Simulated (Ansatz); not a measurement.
## Hypothetical zinc blende VSb, pressure series

Start from VSb in the zinc blende structure (space group F-43m, No. 216; a = 6.208 Å; ferromagnetic; a hypothetical phase, not in the database extracts checked).

Cell and atoms are relaxed at each pressure.

Level of theory: r2SCAN/PAW in Ansatz (a first-principles code), no spin-orbit coupling.

| P (GPa) | V (Å³/atom) |
|---|---|
| -1.00 | 30.585 |
| 1.79 | 28.874 |
| 4.19 | 27.740 |
| 9.00 | 26.022 |
| 17.99 | 23.823 |
| 29.98 | 21.851 |
| 45.00 | 20.117 |
| 60.00 | 18.810 |

A third-order Birch–Murnaghan fit to these points gives V₀ = 29.83 Å³/atom, B₀ = 51 GPa and B₀′ = 4.1. At pressure 60 GPa the volume is 63.0 % of V₀.

Other magnetic orders, which the real material may have, were not ruled out. Load acts through the strain it causes; cell and atoms are relaxed under it. Stability against distortions was not tested. Competing high-pressure phases were not computed.
